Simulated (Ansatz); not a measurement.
Start from GaAs in the zinc blende structure (space group F-43m, No. 216; a = 5.6656 Å). Axes: x, y, z lie along the cube axes.

All numbers come from r2SCAN, PAW, 500 eV (Ansatz, a quantum-chemistry and plane-wave program; scalar-relativistic without spin-orbit coupling), earlier PAW set.

A first run, uniaxial strain ε_xx = −1.08 %, gives secant values C11 ≈ 120 GPa and C12 ≈ 52 GPa from its stress. A second run applies biaxial strain +0.99 %, plane normal [001], relaxed out of plane.

**Question.** What does linear elasticity predict for −ε⊥/ε∥ in the second run, and what does the run give?

**Answer.** Linear elasticity: 2 C12/C11 = 0.87. The run gives 0.85; any difference comes from nonlinear terms at these strains and numerical noise.

No phonon test of stability was made.
